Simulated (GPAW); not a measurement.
GPAW run on AuZn (Pm-3m, 2 atoms in the cell): relaxation of cell and atoms.

Method of the run: PBEsol, GPAW PAW datasets PBEsol (made by gpaw-setup) (plane waves; GPAW 25.7.0).

```yaml
crystal:
  lattice:
    - [3.17110, 0.00000, 0.00000]
    - [0.00000, 3.17110, 0.00000]
    - [0.00000, 0.00000, 3.17110]
  atoms:
    - { symbol: Zn, position: [0.50000, 0.50000, 0.50000] }
    - { symbol: Au, position: [0.00000, 0.00000, 0.00000] }
```

Reference input (self-consistent single point, DFT PBEsol, plane waves, GPAW PAW datasets PBEsol (made by gpaw-setup)): mode = pw; ecut = 850 eV; xc = PBEsol; kpts = 7 7 7; mesh shift (steps) = 0 0 0; occupations.name = methfessel-paxton; occupations.width = 0.1 eV; occupations.order = 1; nbands = -10; symmetry.symmorphic = false; symmetry.tolerance = 0.0005; maxiter = 150. This run's input differs from it in these lines:

```diff
@@ -1,2 +1,4 @@
 from ase import Atoms
+from ase.filters import FrechetCellFilter
+from ase.optimize import BFGS
 from ase.units import GPa
@@ -12,3 +14,3 @@
 
-calc = GPAW(mode={'name': 'pw', 'ecut': 850},
+calc = GPAW(mode={'name': 'pw', 'ecut': 1190},
             xc='PBEsol',
@@ -17,2 +19,3 @@
             nbands=-10,
+            convergence={'density': 1e-05},
             symmetry={'symmorphic': False, 'tolerance': 0.0005},
@@ -22,2 +25,10 @@
 atoms.calc = calc
+
+target = FrechetCellFilter(atoms)
+
+opt = BFGS(target, logfile='-')
+converged = opt.run(fmax=0.03, steps=40)
+print('Relaxation converged:', converged)
+print('Cell:', atoms.cell.cellpar().round(4))
+print(atoms.get_scaled_positions().round(5))
```

Output (repeated stretches shortened):

```
     iter     time        total  log10-change:
                         energy   eigst   dens
iter:   1 --:--:--    -6.477214
iter:   2 --:--:--    -6.398953   -1.00  -1.33
iter:   3 --:--:--    -6.366972   -1.12  -1.36
iter:   4 --:--:--    -6.276690   -3.24  -1.59
iter:   5 --:--:--    -5.994999   -1.96  -1.64
iter:   6 --:--:--    -5.995539   -3.70  -2.59
iter:   7 --:--:--    -6.000591c  -2.90  -2.51
iter:   8 --:--:--    -5.990797c  -3.49  -2.34
iter:   9 --:--:--    -5.990853c  -5.17  -3.14
iter:  10 --:--:--    -5.989406c  -3.97  -3.34
iter:  11 --:--:--    -5.989416c  -5.52  -4.09
iter:  12 --:--:--    -5.989432c  -6.43  -4.02
iter:  13 --:--:--    -5.989423c  -7.11  -3.89
iter:  14 --:--:--    -5.989432c  -6.69  -4.00
iter:  15 --:--:--    -5.989408c  -6.18  -4.05
iter:  16 --:--:--    -5.989408c  -7.64c -4.04
iter:  17 --:--:--    -5.989415c  -6.52  -4.05
iter:  18 --:--:--    -5.989411c  -7.53c -4.08
iter:  19 --:--:--    -5.989406c  -7.03  -4.11
iter:  20 --:--:--    -5.989403c  -6.74  -4.19
iter:  21 --:--:--    -5.989403c  -8.38c -4.69
iter:  22 --:--:--    -5.989404c  -7.50c -4.75
iter:  23 --:--:--    -5.989404c  -7.99c -4.88
iter:  24 --:--:--    -5.989403c  -8.12c -5.05c
Converged after 24 iterations.

Dipole moment: (-0.000000, -0.000000, -0.000000) |e|*Ang

Energy contributions relative to reference atoms: (reference = -565278.401332)

Kinetic:        -15.701256
Potential:      +14.981655
External:        +0.000000
XC:              -5.433554
Entropy (-ST):   -0.001296
Local:           +0.164617
SIC:             +0.000000
--------------------------
Free energy:     -5.989835
Extrapolated:    -5.989403

Showing only first 2 kpts
 Kpt  Band  Eigenvalues  Occupancy
  0     9      4.89711    2.00000
  0    10      4.89711    2.00000
  0    11     13.58534    0.00000
  0    12     13.58534    0.00000

  1     9      4.65330    2.00000
  1    10      4.87018    2.00000
  1    11     11.36979   -0.00000
  1    12     14.22740    0.00000

Fermi level: 8.77499

No gap
   [... lines left out ...]
Atomic positions and initial magnetic moments
Free energy:     -5.998562
Fermi level: 8.93395
No gap
Atomic positions and initial magnetic moments
Free energy:     -6.008107
Fermi level: 9.37869
No gap
   [... lines left out ...]
     0.000000    -0.001685     0.000000
     0.000000     0.000000    -0.001685

Forces in eV/Ang:
  0 Zn    0.00000    0.00000    0.00000
  1 Au    0.00000   -0.00000    0.00000

BFGS:    2 --:--:--       -6.008107        0.025837
Relaxation converged: True
Cell: [ 3.1303  3.1303  3.1303 90.     90.     90.    ]
[[0.5 0.5 0.5]
 [0.  0.  0. ]]
Energy (eV): -6.007585
Stress (GPa, Voigt): [-0.2699 -0.2699 -0.2699  0.      0.      0.    ]
```

The run converged. GPAW prints stress with tension positive. 

Summary of the result:
* **Free energy E − TS (from the program's reference atoms)**: -6.0081 eV
* **Fermi level (on the code's own zero)**: 9.38 eV
* **Pressure**: 0.27 GPa
* **Final cell**: a = 3.130 Å, b = 3.130 Å, c = 3.130 Å, α = 90.00°, β = 90.00°, γ = 90.00°
* **Final volume per atom**: 15.34 Å³
* **Relaxation steps**: 2

The starting cell has typed, rounded lattice constants, without a prior relaxation at this level. Its lattice was rescaled by a random factor within 2.5 % of one. The relaxation keeps the symmetry of its start, so its end need not be a minimum.

Cost on one core of a shared machine: roughly 90 s.
